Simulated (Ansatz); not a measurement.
The reference is SnO2 in the rutile structure (space group P4_2/mnm, No. 136; a = 4.722 Å, c = 3.190 Å). Axes: x, y, z lie along a, b, c of the conventional cell.

Computed with LDA (Ansatz, an electronic-structure program), no spin-orbit coupling.

Base values:

| Quantity | Result |
|---|---|
| Valence-band top at Γ | 0.00, -0.80, -0.80 eV |
| Pressure | 0.00 GPa |
| Electron mass | 0.18 mₑ along c, 0.20 mₑ across (at Γ) |

Now apply this change: tensor shear ε_xz = +2.00 % (engineering shear γ = 0.0400); the atoms relax in the strained cell.

Task: Predict the new valence-band top at Γ, pressure, electron mass and largest internal atomic displacement.

Result: The valence-band top at Γ (three highest levels, from the VBM) changes from 0.00, -0.80, -0.80 eV to 0.00, -0.79, -0.81 eV; the pressure (mean of the normal stresses, compression positive) goes from zero to 0.11 GPa; the electron mass goes from 0.18 mₑ along c, 0.20 mₑ across (at Γ) to 0.18 mₑ along z, 0.20 mₑ across (at Γ); the largest internal atomic displacement is 0.018 Å.

The levels and masses belong to the bands next to the band gap. Effective masses come from finite differences of ±0.01 Å⁻¹. Stability against distortions was not tested.
